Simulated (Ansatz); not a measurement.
These are PBE (plane waves to 420 eV, PAW; Ansatz, a first-principles code) values and carry that method's errors.

Planar average of the electrostatic potential across the slab, in eV from the Fermi level, for the (111) surface of fcc Pd, one added row of Pd in 4 (bottom of the slab: a bare face, its two planes held):

```
z (Å)  V (eV)
-----  ------
3.61     5.22
3.89     5.22
4.17     5.22
4.44     5.22
4.72     5.22
5.00     5.21
5.28     5.20
5.56     5.17
5.83     5.11
6.11     4.99
6.39     4.72
6.67     4.16
6.94     2.91
7.22    -0.15
7.50    -6.69
7.78   -13.68
8.06   -17.79
8.33   -15.56
8.61    -9.08
8.89    -2.20
9.17     1.13
9.44     0.08
9.72    -5.55
10.00  -12.61
10.28  -17.53
10.56  -16.63
10.83  -10.74
11.11   -3.71
11.39    0.63
11.67    0.41
11.94   -4.42
12.22  -11.47
12.50  -17.02
12.78  -17.25
13.06  -11.95
13.33   -4.89
13.61    0.26
13.89    0.80
14.17   -3.11
14.44  -10.08
14.72  -16.22
15.00  -17.73
15.28  -13.25
15.56   -6.27
15.83   -0.38
16.11    0.98
16.39   -1.97
16.67   -8.70
16.94  -15.26
17.22  -17.96
17.50  -14.41
17.78   -7.62
18.06   -1.14
18.33    1.17
18.61   -0.72
18.89   -6.98
19.17  -13.89
19.44  -17.84
19.72  -15.53
20.00   -9.05
20.28   -2.09
20.56    1.69
20.83    1.97
21.11    0.83
21.39   -0.36
21.67   -0.47
21.94    0.72
22.22    2.40
22.50    3.77
22.78    4.32
23.06    4.55
23.33    4.65
23.61    4.70
23.89    4.73
24.17    4.74
24.44    4.74
24.72    4.75
25.00    4.75
25.28    4.75
25.56    4.75
25.83    4.75
```

Slab: 25 atoms, 13.8 Å thick at the start; k 15x4x1, smearing 0.1 eV, dipole-corrected; 8 atoms held, the rest relaxed; no symmetry held; no spin, no spin-orbit, no U. It is one candidate, not shown to be the stable structure of the face.

Task: The surface cell has an area of 26.94 Å². What dipole along the normal does the step between the two vacuum levels imply?

Result: the top vacuum level lies 0.47 eV below the bottom one; p = −ε₀ A ΔV (ε₀ = 0.005526 e/(V·Å)) gives 0.07 e·Å a cell.
